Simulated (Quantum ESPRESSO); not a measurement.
Quantum ESPRESSO run on ZnS (P6_3mc, 8 atoms in the cell): self-consistent single point.

Level of theory: PBE, PseudoDojo standard norm-conserving (PBE) pseudopotentials (plane waves; Quantum ESPRESSO).

The change in words: lattice scaled by 0.98. Reference geometry:
```
CELL_PARAMETERS angstrom
      3.88551     0.00000     0.00000
     -1.94276     3.36495     0.00000
      0.00000     0.00000    12.70290
ATOMIC_POSITIONS crystal
  Zn 0.66667 0.33333 0.74993
  Zn 0.33333 0.66667 0.24993
  Zn 0.00000 0.00000 0.50000
  Zn 0.00000 0.00000 0.00000
  S  0.66667 0.33333 0.93773
  S  0.33333 0.66667 0.43773
  S  0.00000 0.00000 0.68734
  S  0.00000 0.00000 0.18734
```

Reference input (self-consistent single point, DFT, PBE, plane waves, PseudoDojo standard norm-conserving (PBE) pseudopotentials): ecutwfc = 85 Ry; occupations = fixed; potentials = {Zn: Zn.upf, S: S.upf}; K_POINTS = automatic 5 5 2 0 0 0; nbnd = 56; conv_thr = 1e-10 Ry. This run's input differs from it in these lines:

```diff
@@ -23,10 +23,10 @@
 ATOMIC_POSITIONS {bohr}
-Zn    3.67127468    2.11961142   18.00206689
-Zn    0.00000000    4.23922285    5.99956873
-Zn    0.00000000    0.00000000   12.00249816
+Zn    3.59784928    2.07721925   17.64202547
+Zn    0.00000000    4.15443850    5.87957733
+Zn    0.00000000    0.00000000   11.76244814
 Zn    0.00000000    0.00000000    0.00000000
-S     3.67127468    2.11961142   22.51020520
-S     0.00000000    4.23922285   10.50770704
-S     0.00000000    0.00000000   16.49959417
-S     0.00000000    0.00000000    4.49709601
+S     3.59784928    2.07721925   22.06000099
+S     0.00000000    4.15443850   10.29755285
+S     0.00000000    0.00000000   16.16960221
+S     0.00000000    0.00000000    4.40715407
 K_POINTS {automatic}
@@ -34,5 +34,5 @@
 CELL_PARAMETERS {angstrom}
-   3.88550979     0.00000000     0.00000000
-  -1.94275489     3.36495018     0.00000000
-   0.00000000     0.00000000    12.70289700
+   3.80779969     0.00000000     0.00000000
+  -1.90389985     3.29765127     0.00000000
+   0.00000000     0.00000000    12.44883900
```

Log, with long lists cut:

```
     Self-consistent Calculation

     iteration #  1     ecut=    85.00 Ry     beta= 0.70

     Threshold (ethr) on eigenvalues was too large:
     Diagonalizing with lowered threshold

     total energy              =   -1760.68437963 Ry
     estimated scf accuracy    <       0.40348891 Ry

     iteration #  2     ecut=    85.00 Ry     beta= 0.70

     total energy              =   -1760.80666056 Ry
     estimated scf accuracy    <       0.18070288 Ry

     iteration #  3     ecut=    85.00 Ry     beta= 0.70

     total energy              =   -1760.84316329 Ry
     estimated scf accuracy    <       0.00227580 Ry

   [... 6 blocks of this kind left out ...]

     iteration # 10     ecut=    85.00 Ry     beta= 0.70

     total energy              =   -1760.84359806 Ry
     estimated scf accuracy    <          8.8E-10 Ry

     iteration # 11     ecut=    85.00 Ry     beta= 0.70
     End of self-consistent calculation

     highest occupied, lowest unoccupied level (ev):     7.4516    9.6443

!    total energy              =   -1760.84359806 Ry
     estimated scf accuracy    <          3.4E-11 Ry

     convergence has been achieved in  11 iterations

     Forces acting on atoms (cartesian axes, Ry/au):

     atom    1 type  1   force =     0.00000000    0.00000000    0.00060764
     atom    2 type  1   force =     0.00000000    0.00000000    0.00060764
     atom    3 type  1   force =     0.00000000   -0.00000000    0.00046205
     atom    4 type  1   force =     0.00000000   -0.00000000    0.00046205
     atom    5 type  2   force =     0.00000000   -0.00000000   -0.00066929
     atom    6 type  2   force =     0.00000000    0.00000000   -0.00066929
   [... lines left out ...]

     Total force =     0.001543     Total SCF correction =     0.000029

          total   stress  (Ry/bohr**3)                   (kbar)     P=       23.93
   0.00016367   0.00000000   0.00000000           24.08        0.00        0.00
   0.00000000   0.00016367   0.00000000            0.00       24.08        0.00
   0.00000000   0.00000000   0.00016075            0.00        0.00       23.65

   JOB DONE.
```

The run converged in 11 iterations. Against the reference run the free energy rises by 1.2 meV/atom, the pressure goes from -1.86 to 2.39 GPa, the largest force goes from 0.011 to 0.017 eV/Å and the gap on the mesh goes from 1.928 to 2.193 eV.

The starting cell comes from a database of computed structures (which also holds hypothetical and non-ambient phases and stackings), without a prior relaxation at this level. Its lattice was rescaled by a random factor within 2.5 % of one. For this run, on top of that: lattice scaled by 0.98.

Cost on one core of a shared machine: roughly 3 min.
